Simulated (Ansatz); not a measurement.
For ReB2 (P6₃/mmc, No. 194), LDA (PAW; Ansatz, a program for electronic structure) gives:

* **equilibrium lattice constant a**: 2.873 Å
* **c axis length**: 7.416 Å

Task: What does r²SCAN+rVV10 (plane waves, PAW; Ansatz) give for the same quantities?

Result: 
- lattice constant a: 2.897 Å (rises by 0.8 %)
- lattice parameter c: 7.458 Å (rises by 0.6 %)

Changes are worked out from the printed values.

Unless a cell is named, each level is at its own relaxed cell (LDA 8.83, r²SCAN+rVV10 9.03 Å³/atom).

Levels without +SOC leave out spin–orbit coupling, which shifts energies and cells of such heavy elements.

Ansatz's density-functional and Hartree–Fock values are scalar-relativistic unless marked +SOC, with PAW data made under PBE.
